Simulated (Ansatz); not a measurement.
## Response to strain in WS2

Base system: WS2 (space group P6_3/mmc, No. 194; a = 3.115 Å, c = 11.772 Å; layered, stacked along the Cartesian z axis). Axes: x lies along a and z along c of the hexagonal cell.

Strains are applied to the cell and any free atomic positions relax.

All numbers come from plane-wave PAW DFT at the PBEsol-D3(BJ) level (Ansatz, a first-principles code, 420 eV), no SOC.

Notes on the quantities. energy relative to the base: free energy F.

```json
[
 {"uniaxial strain ε_xx (%)": "0", "energy relative to the base (meV/atom)": "0.0"},
 {"uniaxial strain ε_xx (%)": "0.6", "energy relative to the base (meV/atom)": "0.5"},
 {"uniaxial strain ε_xx (%)": "1.2", "energy relative to the base (meV/atom)": "2.0"},
 {"uniaxial strain ε_xx (%)": "1.8", "energy relative to the base (meV/atom)": "4.4"},
 {"uniaxial strain ε_xx (%)": "2.4", "energy relative to the base (meV/atom)": "?"},
 {"uniaxial strain ε_xx (%)": "3", "energy relative to the base (meV/atom)": "11.8"}
]
```

Question: Fit ΔE = Aε² + Bε³ (ε in %) to the rows shown and predict the withheld row.

Answer: Least squares on the printed values gives A = 1.43 and B = -0.040 meV/atom (largest residual 0.0 meV/atom); this predicts 7.7 meV/atom, and the run gives 7.7 meV/atom, in agreement.

Stability against distortions was not tested.
